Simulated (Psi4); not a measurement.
Psi4 1.11, WB97X/def2-svp: Zr(I)4 ([I][Zr]([I])([I])[I]), 5 atoms. The geometry is a generated start, not checked to be a minimum at this level.

```yaml
task: energy
method: wb97x
basis: def2-svp
memory: 3 GB
maxiter: 100
keys_of_the_molecule_block: symmetry c1
scf_type: df (default)
diis_max_vecs: 10 (default)
e_convergence: 1e-06 (default)
d_convergence: 1e-06 (default)
dft_radial_points: 75 (default)
dft_spherical_points: 302 (default)
effective_core_potentials: those of the basis set, past Kr
basis_functions: 135
grid_points: 107988
```

```xyz
5

Zr     0.0090    -0.0047     0.0031
I      2.2034    -0.6463    -1.5985
I      0.8320     0.4090     2.6414
I     -1.1898     2.3261    -0.9627
I     -1.8546    -2.0840    -0.0832
```

Charge 0 and multiplicity 1 are set for this test and not shown to be the ground state.

With the defaults (damping_percentage = 0, diis = true, scf_initial_accelerator = adiis, diis_start = 1, guess = auto, which took SAD) it converges in 10 SCF iterations. One run each on 2 threads, with these changes:
- diis_start = 4
- guess = core
- guess = modhuckel
- guess = sadno
- damping_percentage = 60, diis = false, scf_initial_accelerator = none
- scf_initial_accelerator = ediis
- damping_percentage = 60
- guess = huckel
- damping_percentage = 20

### Question
Which runs fail or end elsewhere than the default run?

### Answer
No convergence: damping_percentage = 60; damping_percentage = 60, diis = false, scf_initial_accelerator = none (the run ends without SCF convergence in 100 iterations). The rest reach the solution of the defaults.

```json
[
 {"setting": "the defaults", "SCF iterations": "10", "end": "same solution"},
 {"setting": "guess = huckel", "SCF iterations": "10", "end": "same solution"},
 {"setting": "scf_initial_accelerator = ediis", "SCF iterations": "10", "end": "same solution"},
 {"setting": "guess = sadno", "SCF iterations": "12", "end": "same solution"},
 {"setting": "guess = modhuckel", "SCF iterations": "12", "end": "same solution"},
 {"setting": "guess = core", "SCF iterations": "14", "end": "same solution"},
 {"setting": "damping_percentage = 20", "SCF iterations": "18", "end": "same solution"},
 {"setting": "diis_start = 4", "SCF iterations": "21", "end": "same solution"},
 {"setting": "damping_percentage = 60", "SCF iterations": "100", "end": "no convergence"},
 {"setting": "damping_percentage = 60, diis = false, scf_initial_accelerator = none", "SCF iterations": "100", "end": "no convergence"}
]
```
